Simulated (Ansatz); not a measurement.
Defect migration in 3C silicon carbide: B-vacancy pair (B on one host C site, one C site vacant), charge state +1. The step: a nearby C atom hops onto the vacant site (B-vacancy distance between ideal sites 3.10 → 5.36 Å); the atom moves 3.05 Å along (0.50, 0.00, 0.49) of the unit cell; the moving atom starts with neighbours Si at 1.87, 2 Si at 1.90, Si at 1.92 Å and ends with Si at 1.84, Si at 1.90, Si at 1.91, Si at 1.93 Å. A PBE band in Ansatz (plane-wave PAW, a 2×2×2 k-point mesh shifted by half a step, 64 host sites, 77 SCF runs with any check of the saddle's order, static, no finite-size correction) gives a forward barrier of 5.15 eV. The program found a first-order saddle point. The charge state is imposed; whether it is stable for some Fermi level was not computed. Forms of the defect that were not tried may lie lower.

Single points at the band's start and saddle point can refine it. Rough cost of one point, in units of the band's mean SCF on the same machine:

| Level | Cost of one point |
|---|---|
| PBE, a 3×3×3 k-point mesh shifted by half a step | about 5 |
| r2SCAN at 500 eV, a 2×2×2 k-point mesh shifted by half a step | about 3 |

Question: Which of these move the barrier by more than 0.1 eV, and how far does each move it?

Answer: PBE, a 3×3×3 k-point mesh shifted by half a step: +0.01 eV; r2SCAN at 500 eV, a 2×2×2 k-point mesh shifted by half a step: +0.45 eV. Each functional is compared with PBE at the same k-points.

Ansatz is an electronic-structure program.
